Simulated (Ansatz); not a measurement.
The parent structure is AlN in the wurtzite structure (space group P6_3mc, No. 186; a = 3.1302 Å, c = 5.0180 Å).

Method: DFT with PBE, PAW potentials and a 420 eV plane-wave cutoff in Ansatz (a quantum-chemistry and plane-wave program), scalar-relativistic without spin-orbit coupling.

One change was made to it. Results:

| quantity | base | after |
|---|---|---|
| band gap | 4.03 eV | 4.12 eV |
| density | 3.20 g/cm³ | 3.23 g/cm³ |

Problem. Which of these changes matches the shifts?
A) pressure 22.5 GPa
B) pressure 2.1 GPa
C) pressure 4.5 GPa

Solution. B, pressure 2.1 GPa. For comparison, the band gap in the other runs: pressure 4.5 GPa gives 4.22 eV; pressure 22.5 GPa gives 4.84 eV.

Load acts through the strain it causes; cell and atoms are relaxed under it. Stability against distortions was not tested. Measured, AlN leaves this structure (for rock salt) near 14 GPa (temperature not stated; as listed in Datta, Sujoy, Jana, Debnarayan, arXiv (2020)), on rising pressure, with hysteresis.
